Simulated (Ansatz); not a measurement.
Cl on the 1x1 (111) surface of fcc Al, one in a 2x1 cell, energies for each (14.1 Å²). Energies are against ½ Cl2(g), without zero-point or thermal terms; each row is named by its start.

Calculation: PBE (plane waves to 420 eV, PAW; Ansatz, a quantum-chemistry and plane-wave program).

Slab: 9 atoms, 7.0 Å thick at the start under the adsorbate (thin: gaps and levels are the slab's own); k 6x12x1, smearing 0.1 eV, dipole-corrected; 4 atoms held, the rest relaxed; each run with such symmetry as its start has; no spin, no spin-orbit, no U, no dispersion correction.

A negative adsorption energy means that the adsorbate is more stable on the surface than in its reference. Starts that drift may end in the same place. Heights count from the host atoms within 0.3 Å of the top one.

| starting site | E_ads (eV) | height (Å) | nearest host atom (Å) | bonded to | Δ work function (eV) | lateral drift (Å) |
|---|---|---|---|---|---|---|
| top Al | -1.48 | 2.16 | Al 2.16 | Al | 1.87 | 0.0 |
| hollow Al-Al-Al over Al at depth 2.3 Å | -1.53 | 1.87 | Al 2.35 | 2 Al | 0.92 | 0.6 |
| hollow Al-Al-Al over Al at depth 4.6 Å | -1.48 | 1.91 | Al 2.53 | 3 Al | 0.46 | 0.1 |
| bridge Al-Al (span 2.9 Å) | -1.53 | 1.87 | Al 2.35 | 2 Al | 0.93 | 0.2 |
